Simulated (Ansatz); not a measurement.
Base system: Au in the fcc (Cu type) structure (space group Fm-3m, No. 225; a = 4.083 Å).

The values are results of PBEsol (Ansatz, a quantum-chemistry and plane-wave program, PAW, spin-orbit coupling left out), earlier PAW set, not measurements.

One change was made to it. Results:

| quantity | base | after |
|---|---|---|
| density | 19.22 g/cm³ | 22.61 g/cm³ |
| shortest interatomic distance | 2.887 Å | 2.735 Å |

### Question
Name the change that was made.
A. pressure 45 GPa
B. pressure 18 GPa
C. pressure 4.2 GPa
D. pressure −1 GPa
E. pressure −2 GPa

### Answer
A, pressure 45 GPa. For comparison, the density in the other runs: pressure −1 GPa gives 19.10 g/cm³; pressure −2 GPa gives 18.99 g/cm³; pressure 4.2 GPa gives 19.65 g/cm³; pressure 18 GPa gives 20.86 g/cm³.

Load acts through the strain it causes; cell and atoms are relaxed under it. No phonon test of stability was made. Competing high-pressure phases were not computed.
